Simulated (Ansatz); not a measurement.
The starting structures come from a database of crystals and need not be the phases stable at ambient conditions.

By LDA and PBEsol, the system below comes out a metal.

Given:

```
CELL_PARAMETERS angstrom
      3.16464     0.00000     0.00000
      0.12765     4.40589     0.00000
      0.00000     0.00000     4.34376
ATOMIC_POSITIONS crystal
  Sb 0.04335 0.76354 0.75000
  Sb 0.95665 0.23646 0.25000
```

Space group of this cell: P2_1/m. The cell is taken as given; by PBEsol its mean pressure is -2.7 GPa.

The current runs along the normal of the first two printed vectors. All runs by Ansatz (a first-principles code), plane waves and PAW, without spin-orbit coupling; the base is PBEsol.

| run | mean pressure (GPa) | G/A, both spins (10¹⁵ S/m²) |
|---|---|---|
| base | -2.7 | 0.96 |
| all lengths scaled by 0.98 | 0.7 | 0.99 |
| all lengths scaled by 1.02 | -5.2 | 0.94 |
| lda in place of pbesol | -3.8 | 0.96 |
| lengths across the current scaled by 0.98, ions clamped | -0.6 | 1.01 |
| lengths across the current scaled by 1.02, ions clamped | -4.4 | 0.92 |
| lengths along the current scaled by 0.97, ions clamped | -1.0 | … |
| lengths along the current scaled by 1.03, ions clamped | -4.1 | 0.99 |

**Question.** Complete the blanks.

**Answer.** 
- lengths along the current scaled by 0.97, ions clamped, G/A, both spins (10¹⁵ S/m²): 0.93
